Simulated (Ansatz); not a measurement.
# A computed series for MoS2: pressure series

Consider MoS$_{2}$ in the 2H-MoS2 type structure (space group P6_3/mmc, No. 194; a = 3.1730 Å, c = 12.4366 Å; layered, stacked along the Cartesian z axis).

Cell and atoms are relaxed at each pressure.

All numbers come from DFT with r2SCAN+rVV10, PAW potentials and a 500 eV plane-wave cutoff in Ansatz (a first-principles code), no spin-orbit coupling.

Computed cases, in order: 0 GPa (base); pressure 1.8 GPa; pressure 4.2 GPa; pressure 9 GPa; pressure 18 GPa; pressure 30 GPa; pressure 45 GPa; pressure 60 GPa.

**Question.** Between which two neighbouring cases does the band gap open or close?

**Answer.** Between pressure 18 GPa (0.26 eV) and pressure 30 GPa (zero). The whole series: 0 GPa (base): 1.01 eV; pressure 1.8 GPa: 0.87 eV; pressure 4.2 GPa: 0.74 eV; pressure 9 GPa: 0.54 eV; pressure 18 GPa: 0.26 eV; pressure 30 GPa: zero; pressure 45 GPa: zero; pressure 60 GPa: zero.

A case with no gap was solved on a k-mesh chosen for an insulator, which is coarse for it. Load acts through the strain it causes; cell and atoms are relaxed under it. No phonon test of stability was made. No other phases were tried under pressure. The final runs are not spin-polarised. The zero or small gap of MoS2 under pressure 18 GPa, MoS2 under pressure 30 GPa and MoS2 under pressure 45 GPa can change with the level of theory.
